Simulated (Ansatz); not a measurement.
Results of PBEsol (Ansatz, a program for electronic structure, plane waves, PAW) for rock-salt LaS.

Run with plane-wave cutoff 520 eV, 16×16×16 k mesh, Fermi–Dirac smearing 0.05 eV, scalar-relativistic PAW data made under PBE.

Cell (relaxed at this level):

```cif
data_La4S4
_chemical_formula_sum 'La4 S4'
_space_group_name_H-M_alt 'Fm-3m'
_space_group_IT_number 225
_space_group_name_Hall '-F 4 2 3'
_cell_length_a 5.80549
_cell_length_b 5.80549
_cell_length_c 5.80549
_cell_angle_alpha 90.000
_cell_angle_beta 90.000
_cell_angle_gamma 90.000
loop_
_atom_site_label
_atom_site_type_symbol
_atom_site_symmetry_multiplicity
_atom_site_Wyckoff_symbol
_atom_site_fract_x
_atom_site_fract_y
_atom_site_fract_z
_atom_site_occupancy
La1 La 4 a 0.00000 0.00000 0.00000 1
S1 S 4 b 0.50000 0.50000 0.50000 1
```
(The calculation used a cell of 2 atoms; values per cell refer to that cell.)

Task: What does this level give for the bulk modulus and pressure derivative B′ of the bulk modulus?

Result: 
* **bulk modulus**: 89.5 GPa
* **pressure derivative B′ of the bulk modulus**: 4.5

The run finds no gap.

Note: the relaxation could not lower the start's symmetry, so the cell can be a saddle point above a distorted one.

Spin–orbit coupling is not included; it can open a gap where bands touch, and shift volumes and moduli.

It cost around 80 core-seconds (rough) of CPU time.
